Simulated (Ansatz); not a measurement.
## WS2: holes 3.0×10^21 cm⁻³

Base system: WS₂ (space group P6_3/mmc, No. 194; a = 3.1540 Å, c = 12.1415 Å; layered, stacked along the Cartesian z axis).

Modification: 0.314 holes added to each cell, a density of 3.0×10^21 cm⁻³, with a uniform compensating background at fixed cell and a 300 K Fermi–Dirac width.

Calculations: PBE-D3(BJ) in Ansatz (plane waves to 420 eV, PAW, spin-orbit coupling left out). k-mesh 17×17×4 (Γ-centred); smearing 0.0259 eV (Fermi–Dirac).

The gap between the host's bands increases by 0.04 eV, from 0.88 eV to 0.92 eV and the gap character remains indirect, Γ → K–Γ (47 % along). The Fermi level relative to the doped band's edge (positive inside the band; to 0.05 eV) is +0.80 eV.

Final structure:

```
WS2
1.0
    3.15405     0.00000     0.00000
   -1.57702     2.73148     0.00000
    0.00000     0.00000    12.14146
W S
2 4
Cartesian
  0.00000   1.82099   3.03537
  1.57702   0.91049   9.10610
  0.00000   1.82099   7.53558
  1.57702   0.91049   1.46485
  1.57702   0.91049   4.60588
  0.00000   1.82099  10.67661
```
Cell charge +0.313804.

Charged cell with a jellium background: band edges are those of the host's band count, energies are not comparable with the neutral cell, and many-body gap narrowing is missing. With W present, leaving out spin-orbit coupling can change the band edges. No phonon test of stability was made.

Ansatz is a first-principles code.
